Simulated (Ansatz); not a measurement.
Defect migration in wurtzite GaN: In-vacancy pair (In on one host Ga site, one Ga site vacant), charge state -3. The step: a nearby Ga atom hops onto the vacant site (In-vacancy distance between ideal sites 3.21 → 4.55 Å); the atom moves 3.10 Å along (-0.97, -0.96, 0.01) of the unit cell; the moving atom starts with neighbours N at 1.87, 2 N at 1.98, N at 2.00 Å and ends with N at 1.87, N at 1.97, 2 N at 1.99 Å. A PBE band in Ansatz (plane-wave PAW, one k-point at (0.125, 0.250, 0.250), 72 host sites, 22 SCF runs with any check of the saddle's order, static, no finite-size correction) gives a forward barrier of 2.00 eV. The saddle point's order was not checked. The charge state is imposed; whether it is stable for some Fermi level was not computed. Forms of the defect that were not tried may lie lower. The start lies 0.13 eV above the lowest site run (PBE).

Single points at the band's start and saddle point can refine it. Rough cost of one point, in units of the band's mean SCF on the same machine:

```csv
Level,Cost of one point
"PBE, a 2×2×2 k-point mesh shifted by half a step along c",about 3
"r2SCAN at 500 eV, one k-point at (0.125, 0.250, 0.250)",under 2
```

**Question.** Which of these move the barrier by more than 0.1 eV, and how far does each move it?

**Answer.** PBE, a 2×2×2 k-point mesh shifted by half a step along c: +0.04 eV; r2SCAN at 500 eV, one k-point at (0.125, 0.250, 0.250): +0.24 eV. Each functional is compared with PBE at the same k-points.

Ansatz is a quantum-chemistry and plane-wave program.
